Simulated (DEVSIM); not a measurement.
Device: abrupt Si n-p junction, at 250 K.

Layer 1 from the left is Si, thickness (μm) 0.100, Nd (cm⁻³) 6.1e18, τn (s) 1e-5, τp (s) 1e-5. Layer 2 from the left is Si, thickness (μm) 11.0, Na (cm⁻³) 5.3e15, τn (s) 1e-5, τp (s) 1e-5.

Left contact: ohmic. Right contact: ohmic. Voltage is applied to the left contact. Recombination: SRH at mid-gap, Auger. Mobility is μmin + (μ − μmin)/(1 + (N/Nref)^α).

The device is made up for the run: typed textbook-type constants, with dimensions and the other settings drawn at random. Values at 300 K; Nc and Nv go as T^1.5, mobilities as T to minus their exponent, the gap by Varshni's rule with the affinity fixed.

Si: gap (eV) 1.124, affinity (eV) 4.05, permittivity 11.7, Nc (cm⁻³) 2.86e19, Nv (cm⁻³) 3.1e19, μn (cm²/Vs) 1417, μp (cm²/Vs) 470, μn,min 52, μp,min 45, Nref,n 9.7e16, Nref,p 2.2e17, αn 0.68, αp 0.72, T exponent of μn 2.3, T exponent of μp 2.2, Cn (cm⁶/s) 2.8e-31, Cp (cm⁶/s) 9.9e-32, Varshni α (eV/K) 0.000473, Varshni β (K) 636.

Model (solved in DEVSIM): 1D drift-diffusion, Boltzmann statistics, complete ionisation; no tunnelling, impact ionisation, image-force lowering or self-heating.

Dark forward current:

| |V| (V) | |J| (A/cm²) |
|---|---|
| 0.05 | 4.523e-12 |
| 0.10 | 1.898e-11 |
| 0.15 | 7.158e-11 |
| 0.20 | 2.966e-10 |
| 0.25 | 1.551e-9 |
| 0.30 | 1.083e-8 |
| 0.35 | 9.353e-8 |
| 0.40 | 8.945e-7 |
| 0.45 | 8.901e-6 |
| 0.50 | 8.981e-5 |
| 0.55 | 0.0009103 |
| 0.60 | 0.009239 |
| 0.65 | 0.09366 |
| 0.70 | 0.9378 |
| 0.75 | 8.558 |
| 0.80 | 56.92 |
| 0.85 | 257.1 |
| 0.90 | 861.1 |
| 0.95 | 2205 |

**Question.** Work out the local ideality factor n = ΔV / (kT/q · ln(J2/J1)) between the rows 0.10 and 0.15 V, 0.55 and 0.60 V, 0.90 and 0.95 V.

**Answer.** kT/q = 21.54 mV. From 0.10 to 0.15 V: ln(7.158e-11/1.898e-11) = 1.327, n = 1.75. From 0.55 to 0.60 V: ln(0.009239/0.0009103) = 2.317, n = 1.00, near the 1 of diffusion or emission over a barrier. From 0.90 to 0.95 V: ln(2205/861.1) = 0.940, n = 2.47.

**Question.** Estimate the current at 0.55 V from the Shockley equation with J0 = Σ q ni² D/(N L) coth(W/L), τ joining the SRH, radiative and Auger lifetimes that are on, and W taken as the whole layer.

**Answer.** ni² = 6.36e15 cm⁻⁶; holes in the n layer: μ = 120 cm²/Vs, D = 2.59 cm²/s, τ = 9.51e-8 s, L = 4.96 μm, W/L = 0.020, term 4.33e-17 A/cm²; electrons in the p layer: μ = 1900 cm²/Vs, D = 41.0 cm²/s, τ = 1.00e-5 s, L = 202 μm, W/L = 0.054, term 7.17e-15 A/cm². J0 = 7.22e-15 A/cm², and J = J0 exp(qV/kT) = 0.000886 A/cm². The simulation gives 0.000910 A/cm²; the estimate lies 2.7 % below. The estimate leaves out recombination in the depletion region and that region's share of W.
